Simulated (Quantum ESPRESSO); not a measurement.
# Energy against c/a at fixed volume: hcp Cd (space group 194) (Quantum ESPRESSO, PBE)

```yaml
crystal:
  lattice:
    - [3.07907, 0.00000, 0.00000]
    - [-1.53953, 2.66655, 0.00000]
    - [0.00000, 0.00000, 5.57456]
  atoms:
    - { symbol: Cd, position: [0.66667, 0.33333, 0.75000] }
    - { symbol: Cd, position: [0.33333, 0.66667, 0.25000] }
```

Level of theory: PBE, GBRV 1.5 ultrasoft (PBE) pseudopotentials (plane waves; Quantum ESPRESSO). Settings: ecutwfc = 52 Ry; ecutrho = 260 Ry; occupations = smearing; smearing = fd; degauss = 0.0036749 Ry; potentials = {Cd: cd_pbe_v1.uspp.F.UPF}; K_POINTS = automatic 24 24 12 0 0 0; conv_thr = 1e-10 Ry; mixing_beta = 0.3. The cell above is the first row's. The rows change c/a at fixed volume. In all rows fractional positions and the k mesh are held. E is the free energy at the stated smearing, counted from the lowest row.

```csv
c/a,E (meV/atom)
1.8105,?
1.8293,2.79
1.8482,1.75
1.8670,0.90
1.8859,0.29
1.9048,0.02
1.9236,0.00
1.9425,0.28
1.9613,0.90
```

Using a cubic, estimate the missing E at c/a = 1.8105 from the other rows, showing the fit.

With u = c/a - 1.90, the rows have u = -0.07070, -0.05180, -0.03300, -0.01410, 0.00480, 0.02360, 0.04250, 0.06130. Least squares gives E = 0.060 - 12.674·u + 401.76·u² + 468.9·u³. Residuals (row less fit): -0.009, 0.021, 0.001, -0.027, 0.012, 0.009, -0.003, -0.001; standard error 0.019 (degrees of freedom: 4). The fitted curve has its minimum at c/a = 1.92, where E = -0.04. To one more digit the minimum is at c/a = 1.915; the ideal close-packed ratio is 1.633. At the withheld row, u = -0.08950, so E = 0.060 - 12.674 × (-0.08950) + 401.76 × (-0.08950)² + 468.9 × (-0.08950)³ = 4.076 meV/atom. The calculation gives 3.97 meV/atom, 0.106 meV/atom below the prediction (2.7 % of the range of E in the table). The row lies outside the fitted rows, so this is an extrapolation. From the scatter of the fitted rows alone, a prediction at this place has a standard error of 0.051 meV/atom, so the miss is 2.1 times that.

Carrying the step between the two nearest rows on in a straight line would have given 3.82, off by 0.15; series whose last step already gives the withheld value aren't shown. The reference cell has the volume at which an earlier scan in this program and functional put its minimum by a fit; axis ratios and inner coordinates come from a measured-size cell. The runs keep the symmetry of the cell, so they don't test it for distortions. The best c/a moves a little with volume. In metals such curves are sensitive to mesh and smearing. Cutoffs and mesh are single choices, not tested for convergence of this quantity. Series with a scatter that would blur these digits, or in which a gap closes, are not shown. Strain series were run only where this level's volume lies within 10 % of a first guess from the measured size.
